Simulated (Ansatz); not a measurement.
Partial pair distribution functions of a relaxed model of amorphous Si₃₀N₄₅Nb₃, broadened by 0.06 Å; density 3.27 g/cm³. All values below come from PBE, scalar-relativistic without spin-orbit coupling (plane waves to 420 eV, PAW; Ansatz, an electronic-structure program). In the spin-polarised cell the level spacing at the Fermi energy can part levels of unlike spin.

The cell was made by melting and quenching with the CHGNet potential and then relaxed with DFT. N atoms were pushed apart under 1.9 Å during the dynamics, to hinder bonds among them. The hot cell started wider than the set density and was brought back towards it in steps. It is the lowest in DFT energy of 2 quenches. It is a model cell: composition and starting density were chosen by hand, and all elements were melted together. No dispersion term was used. Its density started from a set value of 3.27 and ended at 3.27 g/cm³. The simulated quench (nominally 450 K/ps over its main leg) is rapid and tends to freeze in more defects than a deposited or slowly cooled glass has. One small periodic cell is one sample of the glass; other quenches scatter about these values. The volume was held where the preparation left it and the shape relaxed, at a PBE pressure of -0.7 GPa (tension). Stress components on the final sampling reach 0.7 GPa. On a 2×2×2 Γ-centred mesh force components of up to 0.14 eV/Å stay, since the relaxation ran on the zone centre alone.

| r (Å) | g Si-N | g N-Nb | g Si-Si | g N-N |
|---|---|---|---|---|
| 1.15 | 0.00 | 0.00 | 0.00 | 0.02 |
| 1.25 | 0.00 | 0.00 | 0.00 | 0.22 |
| 1.35 | 0.00 | 0.00 | 0.00 | 0.17 |
| 1.45 | 0.00 | 0.00 | 0.00 | 0.01 |
| 1.55 | 0.25 | 0.00 | 0.00 | 0.00 |
| 1.65 | 3.78 | 0.00 | 0.00 | 0.00 |
| 1.75 | 9.43 | 0.18 | 0.00 | 0.00 |
| 1.85 | 5.51 | 1.67 | 0.00 | 0.00 |
| 1.95 | 1.36 | 2.36 | 0.00 | 0.00 |
| 2.05 | 0.16 | 3.98 | 0.00 | 0.00 |
| 2.15 | 0.01 | 3.99 | 0.00 | 0.00 |
| 2.25 | 0.04 | 2.30 | 0.00 | 0.02 |
| 2.35 | 0.05 | 1.55 | 0.15 | 0.19 |
| 2.45 | 0.04 | 1.61 | 0.76 | 1.04 |
| 2.55 | 0.04 | 0.54 | 1.10 | 1.22 |
| 2.65 | 0.02 | 0.02 | 1.39 | 1.39 |
| 2.75 | 0.21 | 0.00 | 0.82 | 2.49 |
| 2.85 | 0.29 | 0.07 | 1.65 | 3.40 |
| 2.95 | 0.24 | 0.39 | 2.57 | 3.11 |
| 3.05 | 0.52 | 0.18 | 3.44 | 1.77 |
| 3.15 | 0.71 | 0.45 | 3.18 | 1.40 |
| 3.25 | 0.82 | 0.79 | 1.56 | 1.06 |
| 3.35 | 1.11 | 0.46 | 1.01 | 0.86 |
| 3.45 | 1.19 | 1.19 | 0.53 | 0.88 |
| 3.55 | 1.34 | 1.16 | 0.26 | 0.65 |
| 3.65 | 1.29 | 1.14 | 0.20 | 0.38 |
| 3.75 | 1.26 | 1.22 | 0.44 | 0.41 |
| 3.85 | 1.13 | 1.06 | 0.41 | 0.38 |
| 3.95 | 1.15 | 1.37 | 0.38 | 0.40 |
| 4.05 | 1.27 | 1.50 | 0.51 | 0.46 |
| 4.15 | 1.38 | 1.34 | 0.51 | 0.76 |
| 4.25 | 1.64 | 1.21 | 0.41 | 0.57 |
| 4.35 | 1.70 | 1.37 | 0.59 | 0.71 |
| 4.45 | 1.49 | 1.51 | 0.81 | 0.98 |
| 4.55 | 1.28 | 0.68 | 1.01 | 1.15 |
| 4.65 | 0.91 | 0.87 | 1.26 | 1.03 |
| 4.75 | 0.76 | 1.30 | 1.18 | 1.00 |

Within 2.12 Å each Si has 4.10 N neighbours on average.
